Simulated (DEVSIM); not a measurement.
Device: W/SiO2/n-Si capacitor, at 300 K.

Layer 1 from the left is SiO2, thickness (nm) 9.70. Layer 2 from the left is Si, thickness (nm) 16000, Nd (cm⁻³) 1.3e15.

Metal gate on the left, work function 4.6 eV. Fixed charge at the semiconductor interface 0 cm⁻² (in units of +e); no interface traps.

The device is made up for the run: typed textbook-type constants, with dimensions and the other settings drawn at random. Values at 300 K.

SiO2: gap (eV) 9, affinity (eV) 0.9, permittivity 3.9. Si: gap (eV) 1.124, affinity (eV) 4.05, permittivity 11.7, Nc (cm⁻³) 2.86e19, Nv (cm⁻³) 3.1e19.

Estimate by hand the flat-band voltage, the threshold voltage, and compare with a numerical solution.


- Flat-band voltage: C = 0.356 μF/cm², work-function difference 0.292 V; VFB = φms − qNf/C = 0.29 V; numerical 0.29 V.
- Threshold voltage: φF = 0.302 V, depletion charge √(4εqNφF) = 1.62e-8 C/cm²; VT = VFB − 2φF − Qd/C = -0.36 V; numerical -0.36 V.

DEVSIM, 1D Poisson equation in equilibrium, Boltzmann statistics, complete ionisation; no quantum confinement or tunnelling. Metal contacts follow the ideal Schottky-Mott rule: no Fermi-level pinning, no interface dipoles.
